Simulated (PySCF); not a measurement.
PySCF 2.14.0, unrestricted PBE/def2-svp, df: Si(Cl)2 triplet (Cl[Si]Cl), charge 0, multiplicity 3, 3 atoms. The geometry is a generated start, not checked to be a minimum at this level.

```yaml
task: energy
method: pbe
basis: def2-svp
two_electron_scheme: density fitting
mol.max_memory: 3000 MB
mf.max_cycle: 100
mf.conv_tol: 1e-09 (default)
mf.grids.level: 3 (default)
basis_functions: 54
grid_points: 56944
```

```xyz
3

Si     0.0486    -0.0425     0.8665
Cl     1.0098     1.2229    -0.4304
Cl    -1.0584    -1.1804    -0.4362
```

Charge 0 and multiplicity 3 are set for this test and not shown to be the ground state.

With the defaults (mf.DIIS = CDIIS, mf.diis = true, mf.init_guess = minao, mf.level_shift = 0, mf.diis_space = 8, mf.damp = 0, mf.diis_start_cycle = 1, mf.diis_damp = 0) it converges in 12 Fock builds. One run each on 2 threads, 1 BLAS thread, with these changes:
- mf.DIIS = EDIIS
- mf.init_guess = atom
- mf.init_guess = mod_huckel
- mf.diis_damp = 0.3
- mf.diis = false
- mf.init_guess = 1e
- mf.diis_space = 12
- mf.level_shift = 0.3 Hartree
- mf.diis = false, mf.damp = 0.7, mf.diis_start_cycle = 999

Problem. Which runs fail or end elsewhere than the default run?

Solution. No convergence: mf.DIIS = EDIIS; mf.diis = false (the run ends without SCF convergence in 100 cycles). The rest reach the solution of the defaults.

```
setting                                                    Fock builds             end
---------------------------------------------------------  -----------  --------------
the defaults                                                        12   same solution
mf.diis_space = 12                                                  12   same solution
mf.diis_damp = 0.3                                                  12   same solution
mf.init_guess = atom                                                13   same solution
mf.init_guess = mod_huckel                                          13   same solution
mf.init_guess = 1e                                                  16   same solution
mf.level_shift = 0.3 Hartree                                        22   same solution
mf.diis = false, mf.damp = 0.7, mf.diis_start_cycle = 999           29   same solution
mf.DIIS = EDIIS                                                    101  no convergence
mf.diis = false                                                    101  no convergence
```
